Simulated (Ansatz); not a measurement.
The starting structures come from a database of crystals and need not be the phases stable at ambient conditions.

## Evanescent states of K2NaAlH6 (Fm-3m, not sure to be the ambient phase, 10 atoms a cell, 12.9 Å³ an atom) along the normal of (001)

Calculation: PBEsol (plane waves, PAW; Ansatz, an electronic-structure program).

No gap correction and no spin-orbit coupling; mid-gap values are interpolated between computed energies.

Energies count from the valence-band top; κ is the least over a 6×6 mesh across the current.

```
E (eV)  κ (1/Å)  where
------  -------  -----
0.06      0.105  off Γ
0.18      0.177  off Γ
0.30      0.223  off Γ
0.42      0.259  off Γ
0.54      0.288  off Γ
0.66      0.312  off Γ
0.78      0.333  off Γ
0.90      0.350      Γ
1.02      0.334      Γ
1.14      0.318      Γ
1.26      0.301      Γ
1.38      0.284      Γ
1.50      0.265      Γ
1.62      0.244      Γ
1.74      0.221      Γ
1.86      0.194      Γ
1.98      0.162      Γ
2.10      0.120      Γ
2.22      0.050      Γ
```

How thick must the barrier be to attenuate the transmission by 10^4 when the electrodes' Fermi level lies at 1.26 eV, and what attenuation does that film give at 2.10 eV?

d = 4 ln 10 / (2 × 0.301) = 15.3 Å. At 2.10 eV it gives 4 × 0.120/0.301 = 1.6 decades.
